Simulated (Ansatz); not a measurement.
The parent structure is GaP in the zinc blende structure (space group F-43m, No. 216; a = 5.451 Å). Axes: x, y, z lie along the cube axes.

Computed with r2SCAN (Ansatz, a quantum-chemistry and plane-wave program), no spin-orbit coupling.

Before the change:

| Property | Result |
|---|---|
| Band gap | 1.85 eV |
| Valence-band top at Γ | 0.00, 0.00, 0.00 eV |

Now apply this change: the cell is compressed by 1.50 % along z with no lateral relaxation; the atoms relax in the strained cell.

**Question.** What happens to the energy relative to the base, band gap, hole mass and valence-band top at Γ?

**Answer.** The energy goes up by 2.1 meV/atom; the band gap drops by 0.18 eV (1.85 eV → 1.67 eV); the hole mass comes out as 0.13 mₑ along z, 0.35 mₑ across (at Γ); the valence-band top at Γ (three highest levels, from the VBM) becomes 0.00, -0.09, -0.09 eV (base: 0.00, 0.00, 0.00 eV).

Effective masses come from finite differences of ±0.01 Å⁻¹. Stability against distortions was not tested.
